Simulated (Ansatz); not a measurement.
Mg2Ge, response to strain

Base system: Mg2Ge in the anti-fluorite structure (space group Fm-3m, No. 225; a = 6.286 Å). Axes: x, y, z lie along the cube axes.

Strains are applied to the cell and any free atomic positions relax; under biaxial strain the out-of-plane vector relaxes too.

Level of theory: LDA, PAW, 420 eV (Ansatz, a first-principles code; spin-orbit coupling left out).

Candidates:
(a) biaxial strain −0.83 %, plane normal [111], relaxed out of plane
(b) biaxial strain −2.50 %, plane normal [111], relaxed out of plane
(c) biaxial strain +1.25 %, plane normal [111], relaxed out of plane

Notes on the quantities. energy relative to the base: free energy F.

### Question
Order them by energy relative to the base, highest first.

### Answer
(b) biaxial strain −2.50 %, plane normal [111], relaxed out of plane (+11 meV/atom), (c) biaxial strain +1.25 %, plane normal [111], relaxed out of plane (+2.6 meV/atom), (a) biaxial strain −0.83 %, plane normal [111], relaxed out of plane (+1.2 meV/atom)

Stability against distortions was not tested. All final runs are without spin polarisation.
